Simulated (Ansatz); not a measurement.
# Si: response to strain

Start from Si in the diamond structure (space group Fd-3m, No. 227; a = 5.4338 Å). Axes: x, y, z lie along the cube axes.

Strains are applied to the cell and any free atomic positions relax; under biaxial strain the out-of-plane vector relaxes too.

Method: PBEsol/PAW in Ansatz (an electronic-structure program), no spin-orbit coupling.

Base values:

- Band gap = 0.47 eV

Problem. The aim is a band gap between 0.12 eV and 0.19 eV. Which of these changes reaches it?
A) biaxial strain −2.62 %, plane normal [001], relaxed out of plane
B) isotropic strain +1.76 %
C) uniaxial strain ε_yy = −0.77 %
D) biaxial strain −1.29 %, plane normal [001], relaxed out of plane

Solution. A, biaxial strain −2.62 %, plane normal [001], relaxed out of plane. It gives 0.15 eV; isotropic strain +1.76 % gives 0.56 eV; biaxial strain −1.29 %, plane normal [001], relaxed out of plane gives 0.31 eV; uniaxial strain ε_yy = −0.77 % gives 0.37 eV. Changes not listed may reach it too

Whether these cells are dynamically stable was not tested. The zero or small gap of Si under biaxial strain −2.62 %, plane normal [001], relaxed out of plane can change with the level of theory.
